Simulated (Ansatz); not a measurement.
# CaF2 in the fluorite structure (space group Fm-3m, No. 225)

CaF2 is taken in the cubic space group Fm-3m (No. 225), the fluorite structure, Pearson symbol cF12. Lattice parameters: a = b = c = 5.5111 Å, α = β = γ = 90.00°. Ca on 4a is coordinated by 8 F at 2.386 Å (cubic). F on 8c is surrounded by 4 Ca at 2.386 Å (tetrahedral). (Neighbours: up to the widest gap in distance over summed covalent radii, below 1.35, at either atom; cation-cation and far metal-metal contacts left out.)
(The calculation used a cell of 3 atoms; values per cell refer to that cell.)

Calculations: PBE/PAW in Ansatz (a program for electronic structure), scalar-relativistic without spin-orbit coupling. Settings: 10×10×10 k-points, 0.05 eV Fermi–Dirac smearing.

```json
{
 "volume_per_atom": "13.95 Å³",
 "density": "3.10 g/cm³",
 "band_gap": "7.14 eV, indirect, X → Γ",
 "electron_mass": "0.55 mₑ",
 "Lowest conduction-band minima above the VBM": "Γ 7.14 eV; X along ⟨100⟩ 8.05 eV",
 "total_energy": "-1146.604 eV/atom (σ→0; compares only within this code and set-up)"
}
```

Masses are band curvatures over ±0.01 Å⁻¹ around the edge. No phonon test of stability was made.
